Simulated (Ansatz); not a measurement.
Relaxation of the outer planes of the (11-20) surface of wurtzite CdSe in its 1x1 cell (cut with top plane 2 Cd + 2 Se, bottom plane 2 Cd + 2 Se), outermost plane spacing 2.19 Å in the ideal cut.

All values below come from PBE (plane waves to 420 eV, PAW; Ansatz, a quantum-chemistry and plane-wave program).

Model: 24-atom slab, Cd12Se12, 11.0 Å thick at the start, 4x4x1 mesh, Fermi-Dirac 0.025 eV, dipole correction, all atoms relaxed; symmetry of the start imposed; no spin, no spin-orbit, no U.

```json
[
 {"plane": "1", "atoms": "2 Cd + 2 Se", "bulk spacing to the next (Å)": "2.191", "relaxed spacing (Å)": "[?]", "change (%)": "[?]", "rumpling (Å)": "[?]"},
 {"plane": "2", "atoms": "2 Cd + 2 Se", "bulk spacing to the next (Å)": "2.191", "relaxed spacing (Å)": "2.239", "change (%)": "2.2", "rumpling (Å)": "0.13 (Cd outermost)"}
]
```

Fill in the missing entries.


- 1, relaxed spacing (Å): 1.966
- 1, change (%): -10.3
- 1, rumpling (Å): 0.70 (Se outermost)
